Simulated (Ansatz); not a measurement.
SnPt (model structure, started from the CoSn type, P6/mmm, No. 191, 6 atoms in the cell) was calculated with PBEsol (plane waves, PAW; Ansatz, an electronic-structure program).

Settings: plane-wave cutoff 520 eV, 12×12×12 k mesh, Fermi–Dirac smearing 0.05 eV, scalar-relativistic PAW data made under PBE.

Cell (relaxed at this level):

```xyz
6
Lattice="5.6431 0.0000 0.0000 -2.8215 4.8870 0.0000 0.0000 0.0000 4.4916" Properties=species:S:1:pos:R:3 pbc="T T T"
Pt     2.8215     0.0000     0.0000
Pt     1.4108     2.4435     0.0000
Pt    -1.4108     2.4435     0.0000
Sn     0.0000     0.0000     0.0000
Sn     0.0000     3.2580     2.2458
Sn     2.8215     1.6290     2.2458
```

### Question
Give the computed bulk modulus.

### Answer

bulk modulus: 131 GPa

The run finds no gap.

Note: the bulk modulus is −V dP/dV from two relaxed cells at ±2 % in volume; the relaxation could raise the start's symmetry but not lower it, so the cell can be a saddle point.

Spin–orbit coupling is not included.

Computed values are for the static lattice.

Computing time: about 8 core-minutes (a rough figure).

A model structure was made by putting elements into a prototype or built by hand; it is no filed structure, need not be a known phase, and can be a saddle point held by its symmetry.
